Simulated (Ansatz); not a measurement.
**What biaxial strain −2.08 %, plane normal [111], relaxed out of plane does to GaN**

The parent structure is GaN in the zinc blende structure (space group F-43m, No. 216; a = 4.455 Å). Axes: x, y, z lie along the cube axes.

Modification: biaxial strain −2.08 %, plane normal [111], relaxed out of plane (Cartesian); in-plane vectors clamped, the third vector and the atoms free.

Level of theory: Ansatz (a quantum-chemistry and plane-wave program), LDA, PAW, cutoff 420 eV, without spin-orbit coupling. k-mesh 13×13×13 (Γ-centred); smearing 0.05 eV (Fermi–Dirac).

The volume per atom decreases by 0.351 Å³ (11.06 Å³ → 10.70 Å³) and the space group goes from F-43m (No. 216) to R3m (No. 160). The shortest interatomic distance decreases by 0.024 Å (1.929 Å → 1.905 Å) and the energy grows by 15 meV/atom. The band gap increases by 0.10 eV, from 1.96 eV to 2.06 eV (an upper bound: an edge found on the path is not a true extremum; the changed cell) and the out-of-plane strain is +0.98 %. The ratio −ε⊥/ε∥ is 0.47 and the mean in-plane stress (compression positive) is +10.5 GPa.

Gaps are read on the SCF mesh and a high-symmetry path. Whether these cells are dynamically stable was not tested. This is not the structure that GaN has at room temperature and ambient pressure.
